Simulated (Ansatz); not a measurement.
Subject: the reaction energy. Reaction: TiI4 (gas) → Ti (hcp) + 4 I (atom). A negative value means that the right-hand side lies lower.

Ti (hcp, P6₃/mmc), 2 atoms in the cell; spin state with PBE: run without spin, k-point mesh 24×24×14 on the run's own vectors. Conventional cell: a = 2.9388 Å, b = 2.9388 Å, c = 4.6554 Å, α = 90.00°, β = 90.00°, γ = 120.00°.

An isolated I atom (doublet) in a box of 11 × 11 × 12 Å.

An isolated TiI4 molecule (singlet) in a box of 14 × 14 × 15 Å.
```xyz
5

Ti     0.0000     0.0000     0.0000
I      1.4752     1.4752     1.4752
I      1.4752    -1.4752    -1.4752
I     -1.4752     1.4752    -1.4752
I     -1.4752    -1.4752     1.4752
```

Computed with Ansatz (plane waves, PAW), its PAW set soft_1, cutoff 500 eV. The structures are at rest with PBE; other levels are single points on them. Neutral cells; Fermi-Dirac smearing of at most 0.10 eV in the solids, energies taken to zero width. The lattices are those relaxed with PBE, so at other levels the solids can be strained. A dispersion term (D3(BJ), or D4 for r2SCAN) was computed beside these levels and is taken off wherever the name lacks it. Nuclei at rest; no vibrational terms. No structure search was made; lower ones may exist. The runs are scalar-relativistic, without spin-orbit coupling.

### Question
What is the computed value (r2SCAN)?

### Answer
9.16 eV, for TiI4 (gas) → Ti (hcp) + 4 I (atom).

Ansatz is a quantum-chemistry and plane-wave program.
